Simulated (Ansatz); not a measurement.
# LaB6: pressure series

Consider LaB6 (space group Pm-3m, No. 221; a = 4.130 Å).

Cell and atoms are relaxed at each pressure.

The values are results of PBEsol/PAW in Ansatz (a quantum-chemistry and plane-wave program), spin-orbit coupling left out, earlier PAW set, not measurements.

| pressure (GPa) | volume per atom (Å³/atom) |
|---|---|
| -2 | 10.176 |
| 0 | 10.062 |
| 1.8 | ? |
| 4.2 | 9.839 |
| 9 | 9.610 |
| 18 | 9.238 |
| 30 | 8.827 |
| 45 | 8.408 |
| 60 | 8.061 |

**Question.** Fit the third-order Birch–Murnaghan form P(V) = (3B₀/2)[(V₀/V)^(7/3) − (V₀/V)^(5/3)]·[1 + (3/4)(B₀′ − 4)((V₀/V)^(2/3) − 1)] (squares taken in P) to the rows shown and predict the withheld row.

**Answer.** Least squares on the printed values gives V₀ = 10.062 Å³/atom, B₀ = 180 GPa, B₀′ = 3.7; this predicts 9.963 Å³/atom, and the run gives 9.963 Å³/atom, in agreement.

Load acts through the strain it causes; cell and atoms are relaxed under it. Whether these cells are dynamically stable was not tested. No other phases were tried under pressure. The final runs are not spin-polarised. An odd electron count without spin: LaB6.
